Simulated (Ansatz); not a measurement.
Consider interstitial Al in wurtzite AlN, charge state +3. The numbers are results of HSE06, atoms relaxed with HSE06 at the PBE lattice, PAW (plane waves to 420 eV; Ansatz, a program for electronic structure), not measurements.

Cell of 192 host sites held at the relaxed PBE lattice; the Γ point alone; Fermi-Dirac width 0.01 eV, spin-restricted; finite-size errors left in. No zero-point or tunnelling terms. The charge state is imposed; whether it is stable for some Fermi level was not computed. Sites that were not tried may lie lower.

Relaxed starting cell (atoms counted from 1):

```
CELL_PARAMETERS angstrom
     12.52102     0.00000     0.00000
     -6.26051    10.84352     0.00000
      0.00000     0.00000    15.05448
ATOMIC_POSITIONS crystal
  Al 0.17829 0.08939 0.17317
  Al 0.16702 0.08375 0.50105
  Al 0.16714 0.08381 0.82965
  Al 0.16727 0.33484 0.16513
  Al 0.16693 0.33415 0.49999
  Al 0.16959 0.33947 0.82731
  Al 0.16716 0.58383 0.16575
  Al 0.16693 0.58371 0.49828
  Al 0.16689 0.58369 0.83096
  Al 0.16728 0.83292 0.16513
  Al 0.16693 0.83327 0.49999
  Al 0.16959 0.83061 0.82731
  Al 0.41857 0.08385 0.16649
  Al 0.41697 0.08351 0.49957
  Al 0.41709 0.08348 0.83163
  Al 0.41857 0.33522 0.16649
  Al 0.41697 0.33395 0.49957
  Al 0.41709 0.33410 0.83163
  Al 0.41637 0.58383 0.16575
  Al 0.41649 0.58371 0.49828
  Al 0.41651 0.58369 0.83096
  Al 0.41637 0.83303 0.16575
  Al 0.41649 0.83326 0.49828
  Al 0.41651 0.83331 0.83096
  Al 0.66498 0.08385 0.16649
  Al 0.66625 0.08351 0.49957
  Al 0.66609 0.08348 0.83164
  Al 0.66663 0.33356 0.16595
  Al 0.66664 0.33356 0.49955
  Al 0.66663 0.33356 0.83199
  Al 0.66498 0.58162 0.16649
  Al 0.66625 0.58323 0.49957
  Al 0.66609 0.58310 0.83163
  Al 0.66536 0.83292 0.16513
  Al 0.66605 0.83327 0.49999
  Al 0.66072 0.83060 0.82731
  Al 0.91080 0.08939 0.17317
  Al 0.91644 0.08375 0.50105
  Al 0.91639 0.08382 0.82965
  Al 0.91635 0.33521 0.16649
  Al 0.91669 0.33395 0.49957
  Al 0.91672 0.33411 0.83164
  Al 0.91635 0.58162 0.16649
  Al 0.91668 0.58323 0.49957
  Al 0.91672 0.58310 0.83163
  Al 0.91080 0.82190 0.17317
  Al 0.91644 0.83318 0.50105
  Al 0.91639 0.83306 0.82965
  Al 0.08363 0.16755 0.33577
  Al 0.08372 0.16773 0.66596
  Al 0.09264 0.18555 0.98300
  Al 0.08307 0.41675 0.33253
  Al 0.08296 0.41769 0.66450
  Al 0.08323 0.42016 0.99839
  Al 0.08307 0.66680 0.33253
  Al 0.08296 0.66576 0.66450
  Al 0.08323 0.66356 0.99839
  Al 0.08363 0.91657 0.33577
  Al 0.08372 0.91648 0.66596
  Al 0.09263 0.90757 0.98303
  Al 0.33567 0.16808 0.33509
  Al 0.33413 0.16731 0.66578
  Al 0.33497 0.16773 0.00002
  Al 0.33340 0.41675 0.33253
  Al 0.33444 0.41769 0.66450
  Al 0.33664 0.42016 0.99839
  Al 0.33330 0.66690 0.33213
  Al 0.33330 0.66690 0.66445
  Al 0.33330 0.66689 0.99812
  Al 0.33340 0.91713 0.33253
  Al 0.33444 0.91724 0.66450
  Al 0.33664 0.91697 0.99839
  Al 0.58347 0.16723 0.33314
  Al 0.58346 0.16720 0.66568
  Al 0.58352 0.16732 0.99853
  Al 0.58347 0.41673 0.33314
  Al 0.58346 0.41674 0.66567
  Al 0.58351 0.41668 0.99853
  Al 0.58344 0.66680 0.33253
  Al 0.58251 0.66576 0.66450
  Al 0.58004 0.66356 0.99839
  Al 0.58345 0.91713 0.33253
  Al 0.58251 0.91724 0.66450
  Al 0.58004 0.91697 0.99839
  Al 0.83212 0.16808 0.33510
  Al 0.83289 0.16731 0.66578
  Al 0.83247 0.16773 0.00002
  Al 0.83297 0.41673 0.33314
  Al 0.83299 0.41674 0.66568
  Al 0.83288 0.41668 0.99853
  Al 0.83212 0.66453 0.33510
  Al 0.83289 0.66607 0.66578
  Al 0.83247 0.66523 0.00002
  Al 0.83265 0.91657 0.33577
  Al 0.83246 0.91648 0.66596
  Al 0.81465 0.90756 0.98299
  N  0.16704 0.08376 0.29554
  N  0.16641 0.08345 0.62876
  N  0.15915 0.07982 0.96300
  N  0.16548 0.33125 0.29118
  N  0.16667 0.33364 0.62735
  N  0.17223 0.34474 0.95540
  N  0.16635 0.58342 0.29227
  N  0.16680 0.58364 0.62527
  N  0.16696 0.58373 0.95867
  N  0.16548 0.83472 0.29118
  N  0.16667 0.83352 0.62735
  N  0.17222 0.82797 0.95540
  N  0.41658 0.08372 0.29302
  N  0.41680 0.08384 0.62663
  N  0.41533 0.08306 0.95953
  N  0.41659 0.33335 0.29302
  N  0.41680 0.33345 0.62663
  N  0.41532 0.33275 0.95953
  N  0.41678 0.58342 0.29227
  N  0.41655 0.58364 0.62527
  N  0.41647 0.58373 0.95867
  N  0.41678 0.83385 0.29227
  N  0.41655 0.83340 0.62527
  N  0.41647 0.83323 0.95867
  N  0.66685 0.08372 0.29303
  N  0.66674 0.08383 0.62664
  N  0.66745 0.08306 0.95953
  N  0.66664 0.33356 0.29278
  N  0.66664 0.33356 0.62670
  N  0.66663 0.33356 0.95951
  N  0.66685 0.58361 0.29302
  N  0.66674 0.58340 0.62663
  N  0.66745 0.58487 0.95953
  N  0.66895 0.83472 0.29118
  N  0.66656 0.83352 0.62735
  N  0.65545 0.82797 0.95540
  N  0.91643 0.08377 0.29555
  N  0.91675 0.08345 0.62876
  N  0.92039 0.07981 0.96300
  N  0.91648 0.33335 0.29303
  N  0.91636 0.33345 0.62664
  N  0.91713 0.33275 0.95953
  N  0.91648 0.58361 0.29302
  N  0.91636 0.58340 0.62663
  N  0.91713 0.58487 0.95953
  N  0.91643 0.83316 0.29554
  N  0.91675 0.83379 0.62876
  N  0.92038 0.84105 0.96300
  N  0.07839 0.15708 0.12065
  N  0.08322 0.16674 0.46157
  N  0.08405 0.16838 0.79612
  N  0.08290 0.41561 0.12543
  N  0.08338 0.41651 0.45938
  N  0.08266 0.41777 0.79164
  N  0.08291 0.66778 0.12543
  N  0.08338 0.66735 0.45938
  N  0.08267 0.66538 0.79164
  N  0.07839 0.92181 0.12065
  N  0.08322 0.91697 0.46157
  N  0.08405 0.91615 0.79612
  N  0.33547 0.16798 0.12665
  N  0.33320 0.16684 0.46102
  N  0.33273 0.16661 0.79421
  N  0.33242 0.41561 0.12543
  N  0.33284 0.41651 0.45938
  N  0.33482 0.41777 0.79164
  N  0.33330 0.66690 0.12542
  N  0.33330 0.66690 0.45868
  N  0.33330 0.66689 0.79223
  N  0.33242 0.91729 0.12543
  N  0.33284 0.91682 0.45938
  N  0.33481 0.91753 0.79164
  N  0.58331 0.16691 0.12568
  N  0.58330 0.16689 0.45984
  N  0.58337 0.16703 0.79332
  N  0.58331 0.41689 0.12568
  N  0.58330 0.41690 0.45984
  N  0.58337 0.41683 0.79332
  N  0.58458 0.66778 0.12543
  N  0.58369 0.66735 0.45938
  N  0.58243 0.66538 0.79164
  N  0.58458 0.91729 0.12543
  N  0.58369 0.91682 0.45938
  N  0.58243 0.91753 0.79164
  N  0.83222 0.16798 0.12665
  N  0.83336 0.16684 0.46103
  N  0.83359 0.16661 0.79421
  N  0.83329 0.41689 0.12568
  N  0.83331 0.41690 0.45984
  N  0.83317 0.41683 0.79333
  N  0.83222 0.66473 0.12665
  N  0.83335 0.66700 0.46102
  N  0.83359 0.66747 0.79421
  N  0.84311 0.92180 0.12066
  N  0.83346 0.91697 0.46157
  N  0.83181 0.91615 0.79613
  Al 0.99995 0.00023 0.06433
```
Cell charge +3.

End state 1 differs by these moves (Å; atoms that move under 0.08 Å are left out):

| atom | element | Δx | Δy | Δz |
|---|---|---|---|---|
| 1 | Al | -0.10 | -0.06 | -0.06 |
| 3 | Al | 0.17 | 0.10 | -0.20 |
| 6 | Al | 0.00 | -0.05 | 0.09 |
| 12 | Al | -0.04 | 0.02 | 0.09 |
| 36 | Al | 0.04 | 0.02 | 0.09 |
| 37 | Al | 0.10 | -0.06 | -0.06 |
| 39 | Al | -0.17 | 0.10 | -0.20 |
| 46 | Al | 0.00 | 0.12 | -0.06 |
| 48 | Al | 0.00 | -0.20 | -0.20 |
| 51 | Al | 0.00 | -0.08 | 0.35 |
| 60 | Al | -0.07 | 0.04 | 0.35 |
| 62 | Al | 0.05 | 0.03 | -0.08 |
| 86 | Al | -0.05 | 0.03 | -0.08 |
| 92 | Al | 0.00 | -0.05 | -0.08 |
| 96 | Al | 0.07 | 0.04 | 0.35 |
| 99 | N | -0.02 | -0.01 | -0.14 |
| 102 | N | 0.00 | -0.10 | 0.07 |
| 108 | N | -0.08 | 0.05 | 0.07 |
| 132 | N | 0.08 | 0.05 | 0.07 |
| 135 | N | 0.02 | -0.01 | -0.14 |
| 144 | N | 0.00 | 0.03 | -0.14 |
| 145 | N | 0.00 | 0.11 | 0.12 |
| 147 | N | 0.00 | -0.10 | 0.00 |
| 154 | N | 0.10 | -0.06 | 0.12 |
| 156 | N | -0.08 | 0.05 | 0.00 |
| 159 | N | 0.11 | 0.06 | -0.08 |
| 183 | N | -0.11 | 0.06 | -0.08 |
| 189 | N | 0.00 | -0.13 | -0.08 |
| 190 | N | -0.10 | -0.06 | 0.12 |
| 192 | N | 0.08 | 0.05 | 0.00 |
| 193 | Al | 0.00 | 0.00 | -2.51 |

### Question
What is the computed forward and backward barriers to end state 1 (HSE06, atoms relaxed with HSE06 at the PBE lattice, PAW)?

### Answer
forward 2.41 eV, backward 2.41 eV; at the saddle point atom 193 has neighbours 3 Al at 2.24; 3 N at 1.79 Å. The saddle point's order was not checked, and it lies on a symmetry element of the cell, where a band can be held.
